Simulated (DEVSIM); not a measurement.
Device: Ni/SiO2/n-GaAs capacitor, at 400 K.

| layer (left to right) | material | thickness (nm) | Nd (cm⁻³) |
|---|---|---|---|
| 1 | SiO2 | 1.20 | - |
| 2 | GaAs | 13000 | 2.6e15 |

Metal gate on the left, work function 5.1 eV. Fixed charge at the semiconductor interface -2.6e10 cm⁻² (in units of +e); interface traps 2.3e10 cm⁻² eV⁻¹, uniform in energy, neutral level at 0.7 of the gap above the valence band.

Constants are typed, rounded textbook-type inputs, not results; the design itself was drawn at random and stands for no fabricated device. Values at 300 K; Nc and Nv go as T^1.5, mobilities as T to minus their exponent, the gap by Varshni's rule with the affinity fixed.

| parameter | SiO2 | GaAs |
|---|---|---|
| gap (eV) | 9 | 1.424 |
| affinity (eV) | 0.9 | 4.07 |
| permittivity | 3.9 | 12.9 |
| Nc (cm⁻³) | - | 4.7e17 |
| Nv (cm⁻³) | - | 9e18 |
| Varshni α (eV/K) | - | 0.000541 |
| Varshni β (K) | - | 204 |

DEVSIM, 1D Poisson equation in equilibrium, Boltzmann statistics, complete ionisation; no quantum confinement or tunnelling. Metal contacts follow the ideal Schottky-Mott rule: no Fermi-level pinning, no interface dipoles.

The interface trap density was swept, all else fixed.

| interface trap density (cm^-2 eV^-1) | flat-band voltage (V) | threshold voltage (band bending 2φF) (V) | minimum of the low-frequency capacitance (μF/cm²) |
|---|---|---|---|
| 0 | 0.84 | -0.06 | 0.0186 |
| 1e10 | 0.84 | -0.06 | 0.0202 |
| 2.3e10 | 0.84 | -0.06 | 0.0222 |
| 1e11 | 0.84 | -0.06 | 0.0343 |
| 3e11 | 0.84 | -0.07 | 0.0653 |
| 1e12 | 0.85 | -0.10 | 0.169 |
| 2e12 | 0.86 | -0.13 | 0.304 |

From the first row to the last the flat-band voltage goes from 0.84 to 0.86. From the first row to the last the threshold voltage (band bending 2φF) goes from -0.06 to -0.13.
